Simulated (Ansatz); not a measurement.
WSi2 with two functionals

The parent structure is WSi$_{2}$ (space group I4/mmm, No. 139; a = 3.229 Å, c = 7.867 Å).

(Cell as relaxed with PBE.)

Levels (all Ansatz, a program for electronic structure, PAW): PBE (420 eV, no SOC); r2SCAN (500 eV, no spin-orbit coupling).

Each level relaxes its own structure.

| quantity | PBE | r2SCAN |
|---|---|---|
| volume per atom | 13.67 Å³ | 13.42 Å³ |
| lattice parameter a | 322.9 pm | 321.2 pm |
| lattice parameter c | 786.7 pm | 780.4 pm |
| band gap | zero | zero |

PBE's volume per atom lies 0.258 Å³ above r2SCAN's (1.9 %); PBE's lattice parameter a lies 1.76 pm above r2SCAN's (0.5 %); PBE's lattice parameter c lies 6.3 pm above r2SCAN's (0.8 %); the two agree on the band gap. Neither level is exact; r2SCAN is the comparison here, not a measurement.

Stability against distortions was not tested. All final runs are without spin polarisation.
